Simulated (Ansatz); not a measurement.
Functionals compared on the (100) surface of rock-salt TiN, Ru on all Ti sites of the second plane (bottom of the slab: a bare face, its two planes held), in Ansatz (plane waves, PAW). The structure was relaxed with PBE; the other rows are single points on it. Cutoff 420 eV (500 eV for r2SCAN).

Slab: 12 atoms, 10.4 Å thick at the start with caps and adatoms (thin: gaps and levels are the slab's own); k 12x12x1, smearing 0.1 eV, dipole-corrected; 4 atoms held, the rest relaxed; start symmetry kept, larger cells not searched; no spin, no spin-orbit, no U. In PBE it is, or lies within 0.01 eV a 1x1 cell of, the lowest of the 2 structures of its composition computed so far; subsurface sites and larger cells were not tried. These notes are the PBE run's.

```
functional  work function of the top face (eV)  rough cost of the single point
----------  ----------------------------------  ------------------------------
PBE                                       3.38                               –
r2SCAN                                    3.29    very roughly 50 core-seconds
```

Ansatz is a quantum-chemistry and plane-wave program.
